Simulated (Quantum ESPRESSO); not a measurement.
## How far to go with the plane-wave cutoff: Ta (Im-3m, 1 atom in the cell)

```
Ta
1.0
    1.65825     1.65825     1.65825
   -1.65825     1.65825     1.65825
   -1.65825    -1.65825     1.65825
Ta
1
Cartesian
  0.00000   0.00000   0.00000
```

Method: PBE, PSlibrary PAW (PBE) pseudopotentials (plane waves; Quantum ESPRESSO).

Base settings: ecutwfc = 50 Ry; ecutrho = 300 Ry; occupations = smearing; smearing = gauss; degauss = 0.0073499 Ry; potentials = {Ta: Ta.pbe-spn-kjpaw_psl.1.0.0.UPF}; K_POINTS = automatic 10 10 10 0 0 0; conv_thr = 1e-10 Ry; mixing_beta = 0.3.

Moved along: ecutrho.

The second cell is the first with its lattice scaled by 0.98.

The mesh stays at the base's, so the ladder's end is converged at best in this setting alone.

Only quantities that move along the ladder and can be compared are tabulated.

The count of work is k-points × plane waves × bands × iterations; it is no time. 

The starting cell has typed, rounded lattice constants, without a prior relaxation at this level. Its lattice was rescaled by up to half a per cent. Spin polarisation is off.

Steps (ecutwfc): 17.5 Ry; 20 Ry; 22 Ry; 25 Ry; 28 Ry; 30 Ry; 35 Ry; 40 Ry; 45 Ry; 50 Ry; 55 Ry; 60 Ry; 68 Ry; 75 Ry; 88 Ry; 100 Ry; 120 Ry.

### Question
What is the coarsest ecutwfc that holds the pressure within 0.5 GPa of the last step, with all finer ones?

### Answer
50 Ry, at 0.37 of the last step's count of work; the step before is off by 0.88 GPa.

### Question
What is the coarsest ecutwfc that holds the free energy within 5 meV/atom of the last step, with all finer ones?

### Answer
88 Ry; the step before is off by 7.1 meV/atom.

### Question
What is the coarsest ecutwfc that holds the energy of the compressed cell less the first within 0.2 meV/atom of the last step, with all finer ones?

### Answer
55 Ry, at 0.32 of the last step's count of work; the step before is off by 0.29 meV/atom.

```csv
ecutwfc,free energy less the last step's (meV/atom),energy of the compressed cell less the first (meV/atom),pressure (GPa),count of work / last
17.5 Ry,12072.61,50.32,-294.96,0.070
20 Ry,6650.08,-23.32,-187.77,0.072
22 Ry,4102.68,54.20,-127.53,0.070
25 Ry,1971.59,71.42,-68.61,0.097
28 Ry,973.84,44.25,-36.57,0.11
30 Ry,605.40,49.92,-23.57,0.11
35 Ry,197.96,51.31,-7.93,0.18
40 Ry,71.30,50.28,-2.13,0.27
45 Ry,34.00,50.39,-0.03,0.30
50 Ry,23.22,50.74,0.64,0.37
55 Ry,19.73,50.64,0.81,0.32
60 Ry,17.63,50.56,0.77,0.35
68 Ry,12.36,50.54,0.62,0.43
75 Ry,7.11,50.46,0.64,0.51
88 Ry,2.09,50.47,0.86,0.69
100 Ry,1.57,50.46,0.92,0.76
120 Ry,0.00,50.46,0.85,1.0
```

At the lowest cutoff the pressure lies 296 GPa under the last step's, the usual sign of Pulay stress in an incomplete plane-wave basis.
